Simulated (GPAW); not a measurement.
A self-consistent single point of CoNiGe (P1, 6 atoms in the cell) with GPAW.

Method of the run: PBEsol, GPAW PAW datasets PBEsol (made by gpaw-setup) (plane waves; GPAW).

The change in words: atoms moved at random. Reference geometry:
```
CoNiGe
1.0
    3.99412     0.00000     0.00000
   -1.99706     3.45901     0.00000
    0.00000     0.00000     5.08234
Co Ni Ge
2 2 2
Direct
  0.00000   0.00000   0.50000
  0.00000   0.00000   0.00000
  0.33333   0.66667   0.75000
  0.66667   0.33333   0.25000
  0.33333   0.66667   0.25000
  0.66667   0.33333   0.75000
```

Reference input (self-consistent single point, DFT PBEsol, plane waves, GPAW PAW datasets PBEsol (made by gpaw-setup)): mode = pw; ecut = 800 eV; xc = PBEsol; kpts = 9 9 6; mesh shift (steps) = 0 0 0; occupations.name = fermi-dirac; occupations.width = 0.1 eV; nbands = -12; symmetry.symmorphic = false; symmetry.tolerance = 0.0005; maxiter = 150. This run's input differs from it in these lines:

```diff
@@ -8,8 +8,8 @@
                     [0.000000, 0.000000, 5.082340]],
-              positions=[[0.000000, 0.000000, 2.541170],
-                         [0.000000, 0.000000, 0.000000],
-                         [-0.000002, 2.306007, 3.811755],
-                         [1.997062, 1.153002, 1.270585],
-                         [-0.000002, 2.306007, 1.270585],
-                         [1.997062, 1.153002, 3.811755]],
+              positions=[[0.040586, -0.024472, 2.509583],
+                         [-0.015799, -0.043047, 0.015028],
+                         [0.066890, 2.313717, 3.795024],
+                         [1.878257, 1.202147, 1.260619],
+                         [0.003115, 2.275654, 1.289507],
+                         [2.021063, 1.194019, 3.836089]],
               pbc=True)
```

Output, abridged:

```
     iter     time        total  log10-change:
                         energy   eigst   dens
iter:   1 --:--:--   -45.912069
iter:   2 --:--:--   -45.480205   -0.33  -1.39
iter:   3 --:--:--   -44.951211   -0.80  -1.48
iter:   4 --:--:--   -45.189251   -1.32  -1.63
iter:   5 --:--:--   -44.948555   -2.23  -1.70
iter:   6 --:--:--   -44.981137   -1.78  -1.95
iter:   7 --:--:--   -44.921565   -3.01  -2.11
iter:   8 --:--:--   -44.922063   -3.05  -2.23
iter:   9 --:--:--   -44.924689c  -3.17  -2.39
iter:  10 --:--:--   -44.923641c  -4.32  -2.84
iter:  11 --:--:--   -44.923614c  -4.92  -3.02
iter:  12 --:--:--   -44.923302c  -4.53  -3.06
iter:  13 --:--:--   -44.923295c  -4.98  -3.40
iter:  14 --:--:--   -44.923297c  -5.76  -3.53
iter:  15 --:--:--   -44.923297c  -6.13  -3.59
iter:  16 --:--:--   -44.923278c  -6.24  -3.68
iter:  17 --:--:--   -44.923270c  -6.92  -3.91
iter:  18 --:--:--   -44.923257c  -6.47  -4.00
iter:  19 --:--:--   -44.923254c  -7.12  -4.26c
iter:  20 --:--:--   -44.923249c  -6.89  -4.35c
iter:  21 --:--:--   -44.923249c  -8.03c -4.66c
Converged after 21 iterations.

Dipole moment: (-0.526676, 1.533051, -0.389406) |e|*Ang

Energy contributions relative to reference atoms: (reference = -272514.418520)

Kinetic:        +61.325761
Potential:      -46.421653
External:        +0.000000
XC:             -59.695001
Entropy (-ST):   -0.163370
Local:           -0.050671
SIC:             +0.000000
--------------------------
Free energy:    -45.004934
Extrapolated:   -44.923249

Showing only first 2 kpts
 Kpt  Band  Eigenvalues  Occupancy
  0    27     10.57721    0.76777
  0    28     11.40403    0.00032
  0    29     12.69995    0.00000
  0    30     13.41466    0.00000

  1    27     10.44910    1.38339
  1    28     11.39529    0.00035
  1    29     12.87128    0.00000
  1    30     13.21818    0.00000

Fermi level: 10.52990

No gap
   [... lines left out ...]
  0 Co   -0.16753    0.12127    0.36137
  1 Co    0.09809    0.32233   -0.27807
  2 Ni   -0.54454    0.18669    0.04519
  3 Ni    1.58416   -1.01226    0.00955
  4 Ge   -1.40256    0.91388   -0.05796
  5 Ge    0.43202   -0.53294   -0.08064

Stress tensor:
     0.014889     0.013668     0.000255
     0.013668     0.045378     0.000432
     0.000255     0.000432     0.034405
Stress (GPa, Voigt): [2.3854 7.2704 5.5123 0.0692 0.0409 2.1899]
```

The run converged in 21 iterations. GPAW prints stress with tension positive. Against the reference run the free energy rises by 28.8 meV/atom, the pressure goes from -6.59 to -5.06 GPa and the largest force goes from 0.000 to 1.880 eV/Å.

The starting cell comes from a database of computed structures (which also holds hypothetical and non-ambient phases and stackings), without a prior relaxation at this level. For this run, on top of that: atoms moved at random. Spin polarisation is off. With a pressure of about -5 GPa the cell is away from its equilibrium volume at this level. Forces in this geometry exceed 1 eV/Å.

Cost on one core of a shared machine: roughly 9 min.
